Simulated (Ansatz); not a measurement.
GaSb under a change: pressure 9 GPa

Start from GaSb in the zinc blende structure (space group F-43m, No. 216; a = 6.2135 Å).

The change: a hydrostatic pressure of 9 GPa.

Level of theory: Ansatz (a quantum-chemistry and plane-wave program), PBE, PAW, cutoff 420 eV, no spin-orbit coupling. Settings: 13×13×13 k-points, 0.05 eV Fermi–Dirac smearing.

* **Density**: 6.12 g/cm³ (base 5.30 g/cm³)
* **Lattice parameter a**: 5.924 Å (base 6.214 Å)
* **Shortest interatomic distance**: 2.565 Å (base 2.691 Å)
* **Enthalpy H = E + PV relative to the base's energy**: +1.56 eV/atom
* **Band gap**: 0.62 eV (base zero)
* **Gap character**: indirect, Γ → L (base absent)
* **Electron mass**: 1.7 mₑ along k, 0.088 mₑ across (at L)
* **Hole mass (degenerate bands, along [100])**: 0.040, 0.23, 0.23 mₑ (at Γ)
* **Valley order (the lowest conduction-band minima on the path, energy above the VBM, named in the base's zone)**: L along ⟨111⟩ 0.62 eV; a point along ⟨100⟩, about 0.9 Å⁻¹ from Γ 0.73 eV; Γ 0.74 eV

Final structure:

```xyz
2
Lattice="0.0000 2.9622 2.9622 2.9622 0.0000 2.9622 2.9622 2.9622 0.0000" Properties=species:S:1:pos:R:3 pbc="T T T"
Sb     4.4433     4.4433     4.4433
Ga     0.0000     0.0000     0.0000
```

Cost of the whole job for the changed cell (relaxation, final SCF and bands): roughly 110 core-seconds.

With Sb present, leaving out spin-orbit coupling can change the band edges. Load acts through the strain it causes; cell and atoms are relaxed under it. Effective masses come from finite differences of ±0.01 Å⁻¹. Along k means along the line from Γ to the band edge. Whether these cells are dynamically stable was not tested. Tetrahedral semiconductors of this kind turn to denser phases somewhere between about 1 and 50 GPa; those were not computed, so compressed cells here can lie past the real transition. The final runs are not spin-polarised. A zero or small gap of GaSb can be the functional's error rather than a property of the material.
